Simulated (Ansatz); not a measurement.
Amorphous Ti20O43W, 64 atoms at 3.83 g/cm³, one PBE-relaxed geometry, zone centre. Methods: PBE, scalar-relativistic without spin-orbit coupling (Ansatz, an electronic-structure program); r2SCAN, scalar-relativistic without spin-orbit coupling (Ansatz); HSE06, scalar-relativistic without spin-orbit coupling (Ansatz). Plane waves to 420 eV (r2SCAN 500 eV); exact exchange is cut at the cell's faces. All rungs ran without spin polarisation.

Preparation: random packing, a CHGNet melt and quench, and a DFT relaxation. O atoms were pushed apart under 1.9 Å during the dynamics, to hinder bonds among them. The hot cell started wider than the set density and was brought back towards it in steps. It is the lowest in DFT energy of 2 quenches. It is a model cell: composition and starting density were chosen by hand, and all elements were melted together. No dispersion term was used. Its density started from a set value of 3.83 and ended at 3.83 g/cm³. Cooling (nominally 300 K/ps over its main leg) ran many orders faster than in experiment, which tends to leave more defects and strain. Values belong to this one cell and scatter from quench to quench. The volume was held where the preparation left it and the shape relaxed, at a PBE pressure of 1.9 GPa. Stress components on the final sampling reach 2.0 GPa.

The relaxation ran on the zone centre alone. At PBE the gap is 2.57 eV on a 2×2×2 Γ-centred mesh, and the spacing at the zone centre alone 2.64 eV.

What zone-centre spacing does r2SCAN give, roughly?

2.99 eV (+0.34 eV against PBE).

What zone-centre spacing does HSE06 give, roughly?

4.14 eV (+1.50 eV against PBE).

The highest filled and the lowest empty state spread over these numbers of atoms (participation numbers): PBE: 16.8 and 12.7; r2SCAN: 15.5 and 12.1; HSE06: 15.4 and 13.4.
